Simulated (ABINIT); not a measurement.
Input and output of a self-consistent single point for C (Fd-3m, 2 atoms in the cell) (ABINIT).

Method: PBE, norm-conserving pseudopotentials (PseudoDojo nc-sr-05 PBE standard) (plane waves; ABINIT).

The change in words: lattice scaled by 0.98. Reference geometry:
```yaml
crystal:
  lattice:
    - [0.00000, 1.75545, 1.75545]
    - [1.75545, 0.00000, 1.75545]
    - [1.75545, 1.75545, 0.00000]
  atoms:
    - { symbol: C, position: [0.50000, 0.50000, 0.50000] }
    - { symbol: C, position: [0.75000, 0.75000, 0.75000] }
```

Reference input (self-consistent single point, DFT, PBE, plane waves, norm-conserving pseudopotentials (PseudoDojo nc-sr-05 PBE standard)): pseudos = [C.upf]; ecut = 82 Ry; occopt = 3; tsmear = 0.05 eV; ngkpt = 13 13 13; nshiftk = 1; shiftk = 0 0 0; potentials = PseudoDojo nc-sr-05 PBE standard; nband = 9; kptopt = 1; nstep = 60; tolvrs = 1e-11. This run's input differs from it in these lines:

```diff
@@ -3,3 +3,3 @@
 pseudos "C.upf"
-acell 4.6913985465 4.6913985465 4.6913985465
+acell 4.5975705756 4.5975705756 4.5975705756
 rprim
```

The program printed (abridged):

```
--- !BeginCycle
solver: {iscf: 7, nstep: 60, nline: 4, wfoptalg: 0, }
tolerances: {tolvrs: 1.00E-11, }
...

     iter   Etot(hartree)      deltaE(h)  residm     vres2
 ETOT  1  -12.011622411532    -1.201E+01 2.781E-01 6.587E+01
 ETOT  2  -12.029954847169    -1.833E-02 5.056E-02 2.093E-01
 ETOT  3  -12.029968237094    -1.339E-05 1.513E-03 6.448E-03
 ETOT  4  -12.029968583783    -3.467E-07 2.052E-03 5.613E-05
 ETOT  5  -12.029968585953    -2.170E-09 6.015E-04 5.358E-08
 ETOT  6  -12.029968585955    -1.572E-12 6.779E-04 1.959E-10
 ETOT  7  -12.029968585955    -6.395E-14 2.802E-04 8.510E-13
 At SCF step    7       vres2   =  8.51E-13 < tolvrs=  1.00E-11 =>converged.

 Cartesian components of stress tensor (hartree/bohr^3)
  sigma(1 1)= -2.03191552E-03  sigma(3 2)=  0.00000000E+00
  sigma(2 2)= -2.03191552E-03  sigma(3 1)=  0.00000000E+00
  sigma(3 3)= -2.03191552E-03  sigma(2 1)=  0.00000000E+00

 ----iterations are completed or convergence reached----

 reduced coordinates (array xred) for    2 atoms
       0.500000000000      0.500000000000      0.500000000000
       0.750000000000      0.750000000000      0.750000000000
 cartesian forces (eV/Angstrom) at end:
    1      0.00000000000000    -0.00000000000000    -0.00000000000000
    2     -0.00000000000000    -0.00000000000000     0.00000000000000
 frms,max,avg= 6.7920306E-30 8.3185047E-30   0.000E+00  0.000E+00  0.000E+00 e/A
   [... lines left out ...]
 Fermi (or HOMO) energy (hartree) =   0.53863   Average Vxc (hartree)=  -0.51454
   [... lines left out ...]
total_energy        : -1.20299685859551E+01
total_energy_eV     : -3.27352093016166E+02
band_energy         :  6.76136386492269E-01
...

-Cartesian components of stress tensor (GPa)         [Pressure=  5.9781E+01 GPa]
- sigma(1 1)= -5.97810084E+01  sigma(3 2)=  0.00000000E+00
- sigma(2 2)= -5.97810084E+01  sigma(3 1)=  0.00000000E+00
- sigma(3 3)= -5.97810084E+01  sigma(2 1)=  0.00000000E+00

 Calculation completed.
```

The run converged in 7 iterations. Against the reference run the free energy rises by 82.8 meV/atom, the pressure goes from 24.67 to 59.78 GPa and the gap on the mesh goes from 4.309 to 4.453 eV.

The starting cell comes from a database of computed structures (which also holds hypothetical and non-ambient phases and stackings), without a prior relaxation at this level. Its lattice was rescaled by a random factor within 2.5 % of one. For this run, on top of that: lattice scaled by 0.98. With a pressure of about 60 GPa the cell is away from its equilibrium volume at this level.
